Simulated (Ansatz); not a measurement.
V_Si+As_Si+As_Si in silicon: one set of geometries, relaxed with PBE, evaluated in Ansatz (PAW, plane waves to 420 eV, 500 eV under r2SCAN) with PBE, r2SCAN.

Set-up: 64-site cell; 2×2×2 shifted k-points; start: the Si site; Si 2.37 Å away; Si 2.37 Å away; finite-size errors of tenths of an eV; relaxed from one start, so a lower configuration may exist; flagged in the runs: a doubtful potential alignment, a strain field that reaches the edge of the cell.

```json
[
 {"quantity": "host gap (eV)", "PBE": "0.61", "r2SCAN": "0.79"},
 {"quantity": "neutral formation energy against rhombohedral As, silicon (eV)", "PBE": "1.76", "r2SCAN": "1.98"},
 {"quantity": "largest moment on one atom at charge 0 (μB)", "PBE": "0.00", "r2SCAN": "0.00"}
]
```

PBE narrows the gap by 0.18 eV against r2SCAN, the highest level run.

Ansatz is a program for electronic structure.
